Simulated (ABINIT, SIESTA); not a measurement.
A SIESTA input for a self-consistent single point of Ba (Im-3m, 1 atom in the cell) (DFT, GGA PBE, numerical atomic orbitals DZP, PseudoDojo PBE standard norm-conserving potentials (rewritten from UPF to PSML)):

```
# files in the folder: Ba.psml (PseudoDojo PBE standard)
SystemName  Ba
SystemLabel siesta

NumberOfAtoms                1
NumberOfSpecies              1
%block ChemicalSpeciesLabel
  1 56 Ba
%endblock ChemicalSpeciesLabel
LatticeConstant              1.0 Bohr
%block LatticeVectors
    -4.740850415    4.740850415    4.740850415
     4.740850415   -4.740850415    4.740850415
     4.740850415    4.740850415   -4.740850415
%endblock LatticeVectors
AtomicCoordinatesFormat      Ang
%block AtomicCoordinatesAndAtomicSpecies
     0.000000000    0.000000000    0.000000000  1
%endblock AtomicCoordinatesAndAtomicSpecies

XC.functional                GGA
XC.authors                   PBE
PAO.BasisSize                DZP
PAO.EnergyShift              0.01 Ry
MeshCutoff                   300 Ry
%block kgrid.MonkhorstPack
   12   0   0  0.0
    0  12   0  0.0
    0   0  12  0.0
%endblock kgrid.MonkhorstPack
OccupationFunction           FD
ElectronicTemperature        0.05 eV

MaxSCFIterations             150
SCF.Mixer.Method             Broyden
SCF.Mixer.Weight             0.1
SCF.Mixer.History            6
SCF.DM.Tolerance             1.0E-04
Diag.ParallelOverK           true
WriteForces                  true
```

Q: Translate this input to ABINIT.

A: This is the input that was run; spellings and numerical settings could be chosen otherwise.

```
# Ba, JTH v2.0 PBE PAW
pp_dirpath "./"
pseudos "Ba.GGA_PBE-JTH.xml"
acell 4.3452824635 4.3452824635 4.3452824635 Angstrom
rprim
        -0.5773502692    0.5773502692    0.5773502692
         0.5773502692   -0.5773502692    0.5773502692
         0.5773502692    0.5773502692   -0.5773502692
natom 1
ntypat 1
znucl 56
typat 1
xcart
         0.0000000000    0.0000000000    0.0000000000
      Angstrom
ecut 20 Ha
pawecutdg 40 Ha
ixc 11
occopt 3
tsmear 0.00183747
nband 10
kptopt 1
ngkpt 12 12 12
nshiftk 1
shiftk 0 0 0
nstep 80
toldfe 1.0e-09
prtwf 0
prtden 0
prtvol 1
enunit 1
```

Basis, cutoffs, solver keys and any potentials are the target program's own. This input uses DFT, PBE, plane waves, PAW (JTH v2.0 PBE PAW).

The starting cell has typed, rounded lattice constants, without a prior relaxation at this level. Its lattice was rescaled by a random factor within 2.5 % of one. For this run, on top of that: lattice scaled by 0.98.
